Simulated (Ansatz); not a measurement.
Base system: Cs2AgBiBr6 (space group Fm-3m, No. 225).

```
CELL_PARAMETERS angstrom
      0.00000     5.49816     5.49816
      5.49816     0.00000     5.49816
      5.49816     5.49816     0.00000
ATOMIC_POSITIONS crystal
  Bi 0.00000 0.00000 0.00000
  Ag 0.50000 0.50000 0.50000
  Cs 0.25000 0.25000 0.25000
  Cs 0.75000 0.75000 0.75000
  Br 0.25545 0.74455 0.25545
  Br 0.25545 0.74455 0.74455
  Br 0.74455 0.25545 0.74455
  Br 0.74455 0.25545 0.25545
  Br 0.25545 0.25545 0.74455
  Br 0.74455 0.74455 0.25545
```

The values are results of Ansatz (a program for electronic structure), LDA, PAW, cutoff 420 eV, without spin-orbit coupling, not measurements.

For the base:

The band gap is 0.94 eV.

Modification: an isotropic linear strain of −0.75 %, atoms relaxed at fixed cell.

What does the calculation give for the band gap after the change?

The band gap shrinks by 0.04 eV, from 0.94 eV to 0.90 eV.

Spin-orbit coupling, missing from the scalar runs, can matter with Bi. Stability against distortions was not tested.
